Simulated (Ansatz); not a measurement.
Response to strain in Li2PdO3

Take Li$_{2}$PdO$_{3}$ (space group C2/m, No. 12; a cell from a computed database, its experimental status unchecked) as the base.

```yaml
crystal:
  lattice:
    - [2.55610, -4.42122, 0.00000]
    - [2.55610, 4.42122, 0.00000]
    - [-1.70742, 0.00000, 4.77848]
  atoms:
    - { symbol: Li, position: [0.50000, 0.50000, 0.50000] }
    - { symbol: Li, position: [0.83645, 0.16355, 0.50000] }
    - { symbol: Li, position: [0.16355, 0.83645, 0.50000] }
    - { symbol: Li, position: [0.00000, 0.00000, 0.00000] }
    - { symbol: Pd, position: [0.66673, 0.33327, 0.00000] }
    - { symbol: Pd, position: [0.33327, 0.66673, 0.00000] }
    - { symbol: O, position: [0.26836, 0.26836, 0.76321] }
    - { symbol: O, position: [0.73164, 0.73164, 0.23679] }
    - { symbol: O, position: [0.42529, 0.07783, 0.23407] }
    - { symbol: O, position: [0.57471, 0.92217, 0.76593] }
    - { symbol: O, position: [0.92217, 0.57471, 0.76593] }
    - { symbol: O, position: [0.07783, 0.42529, 0.23407] }
```

Cartesian axes are those of the cell as printed.

Strains are applied to the cell and any free atomic positions relax; under biaxial strain the out-of-plane vector relaxes too.

Calculations: plane-wave PAW DFT at the r2SCAN level (Ansatz, a program for electronic structure, 500 eV), spin-orbit coupling left out, earlier PAW set.

Notes on the quantities. band gap: an upper bound: an edge found on the path is not a true extremum; the base alone; energy relative to the base: free energy F.

```tsv
case	volume per atom	band gap	energy relative to the base
base	9.00 Å³	1.89 eV	0 meV/atom
biaxial strain +0.89 %, plane normal [001], relaxed out of plane	9.11 Å³	1.83 eV	+1.3 meV/atom
biaxial strain +1.62 %, plane normal [001], relaxed out of plane	9.20 Å³	1.78 eV	+4.1 meV/atom
biaxial strain +4.75 %, plane normal [001], relaxed out of plane	9.60 Å³	1.56 eV	+33 meV/atom
isotropic strain +2.99 %	9.83 Å³	1.65 eV	+24 meV/atom
isotropic strain +3.46 %	9.97 Å³	1.62 eV	+32 meV/atom
```

Whether these cells are dynamically stable was not tested.
